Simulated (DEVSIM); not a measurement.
Structure: abrupt Si n-p junction, at 300 K.

```tsv
layer (left to right)	material	thickness (μm)	Nd (cm⁻³)	Na (cm⁻³)	τn (s)	τp (s)
1	Si	39.0	1.6e18	-	8.9e-7	8.9e-7
2	Si	2.00	-	1.2e14	8.9e-7	8.9e-7
```

Left contact: ohmic. Right contact: ohmic. Voltage is applied to the left contact. Recombination: SRH at mid-gap, radiative. Mobility is μmin + (μ − μmin)/(1 + (N/Nref)^α).

The device is made up for the run: typed textbook-type constants, with dimensions and the other settings drawn at random. Values at 300 K; Nc and Nv go as T^1.5, mobilities as T to minus their exponent, the gap by Varshni's rule with the affinity fixed. The table also holds parameters that only a changed run uses.

| parameter | Si |
|---|---|
| gap (eV) | 1.124 |
| affinity (eV) | 4.05 |
| permittivity | 11.7 |
| Nc (cm⁻³) | 2.86e19 |
| Nv (cm⁻³) | 3.1e19 |
| μn (cm²/Vs) | 1417 |
| μp (cm²/Vs) | 470 |
| μn,min | 52 |
| μp,min | 45 |
| Nref,n | 9.7e16 |
| Nref,p | 2.2e17 |
| αn | 0.68 |
| αp | 0.72 |
| T exponent of μn | 2.3 |
| T exponent of μp | 2.2 |
| B (cm³/s) | 4.7e-15 |
| Cn (cm⁶/s) | 2.8e-31 |
| Cp (cm⁶/s) | 9.9e-32 |
| Varshni α (eV/K) | 0.000473 |
| Varshni β (K) | 636 |

Model (solved in DEVSIM): 1D drift-diffusion, Boltzmann statistics, complete ionisation; no tunnelling, impact ionisation, image-force lowering or self-heating.

Base results: largest field in the device at zero bias (V/cm) 69000; potential step across the device at zero bias (V) 0.727; dark forward voltage at 100 A/cm² (V) 0.628.

### Question
What follows from this one change: temperature 300 → 500 K?

### Answer
largest field in the device at zero bias 69000 → 89000 V/cm; potential step across the device at zero bias 0.727 → 0.383 V; dark forward voltage at 100 A/cm² 0.628 → 0.235 V.

### Question
What follows from this one change: thickness of layer 1 39 → 120 μm?

### Answer
largest field in the device at zero bias little changed (69000 V/cm); potential step across the device at zero bias little changed (0.727 V); dark forward voltage at 100 A/cm² 0.628 → 0.642 V.

### Question
What follows from this one change: constant mobility in place of the doping-dependent one?

### Answer
largest field in the device at zero bias little changed (69000 V/cm); potential step across the device at zero bias little changed (0.727 V); dark forward voltage at 100 A/cm² 0.628 → 0.622 V.
